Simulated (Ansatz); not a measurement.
Take TiB2 (space group P6/mmm, No. 191; a = 3.032 Å, c = 3.224 Å) as the base. Axes: x lies along a and z along c of the hexagonal cell.

Computed with plane-wave PAW DFT at the PBE level (Ansatz, a quantum-chemistry and plane-wave program, 420 eV), no spin-orbit coupling.

Strains are applied to the cell and any free atomic positions relax; under biaxial strain the out-of-plane vector relaxes too.

One change was made to it. Results:

| quantity | base | after |
|---|---|---|
| pressure (mean of the normal stresses, compression positive) | 0.0 GPa | -0.5 GPa |
| band gap | zero | zero |

### Question
Which of these changes matches the shifts?
(A) uniaxial strain ε_xx = +0.19 %
(B) isotropic strain +4.57 %
(C) biaxial strain −2.08 %, plane normal [001], relaxed out of plane

### Answer
A, uniaxial strain ε_xx = +0.19 %. For comparison, the pressure in the other runs: biaxial strain −2.08 %, plane normal [001], relaxed out of plane gives 10.1 GPa; isotropic strain +4.57 % gives -26.4 GPa.

Without a gap, meshes like the base's 18×18×14 leave anisotropic stresses uncertain by several tenths of a GPa, and small strain energies with them. Whether these cells are dynamically stable was not tested. The final runs are not spin-polarised.
